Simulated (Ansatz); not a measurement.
The reference is Os in the fcc (Cu type) structure (space group Fm-3m, No. 225; a = 3.8211 Å; relaxed with 0.1 eV smearing). Axes: x, y, z lie along the cube axes.

Computed with Ansatz (a first-principles code), PBEsol, PAW, cutoff 420 eV, no spin-orbit coupling.

A first run, uniaxial strain ε_xx = +1.91 %, gives secant values C11 ≈ 620 GPa and C12 ≈ 290 GPa from its stress. A second run applies uniaxial stress, 2 GPa compression along z.

**Question.** What does linear elasticity predict for Young's modulus in the second run, and what does the run give?

**Answer.** Linear elasticity: (C11 − C12)(C11 + 2 C12)/(C11 + C12) = 440 GPa. The run gives 460 GPa; any difference comes from nonlinear terms at these strains and numerical noise.

Beyond what the load breaks, stability against distortions was not tested. The final runs are not spin-polarised. This is not the structure that Os has at room temperature and ambient pressure.
